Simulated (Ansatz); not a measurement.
Reference: KTaO₃ (Pm-3m), PBEsol, rigid bands (plane waves, PAW, scalar-relativistic; Ansatz, a program for electronic structure); axes and stresses refer to this cell.

```yaml
crystal:
  lattice:
    - [3.98530, 0.00000, 0.00000]
    - [0.00000, 3.98530, 0.00000]
    - [0.00000, 0.00000, 3.98530]
  atoms:
    - { symbol: K, position: [0.50000, 0.50000, 0.50000] }
    - { symbol: Ta, position: [0.00000, 0.00000, 0.00000] }
    - { symbol: O, position: [0.00000, 0.50000, 0.00000] }
    - { symbol: O, position: [0.50000, 0.00000, 0.00000] }
    - { symbol: O, position: [0.00000, 0.00000, 0.50000] }
```

The electron conductivity mass comes out as 0.43 mₑ. The band gap is 2.14 eV. The Seebeck coefficient, p-type 1e19 cm⁻³ is 554 μV/K.

Question: Change: spin-orbit coupling switched on. What happens to electron conductivity mass, band gap, Seebeck coefficient, p-type 1e19 cm⁻³?

Answer: electron conductivity mass grows to 0.45 mₑ; band gap decreases to 2.00 eV; Seebeck coefficient, p-type 1e19 cm⁻³ moves little, to 554 μV/K.

Masses are for dilute carriers at 300 K, harmonic means over directions unless an axis is named. Seebeck coefficients are for the stated density at 300 K, with one relaxation time for all states and whether or not that doping can be reached. Spin-orbit coupling is left out unless a row names it.
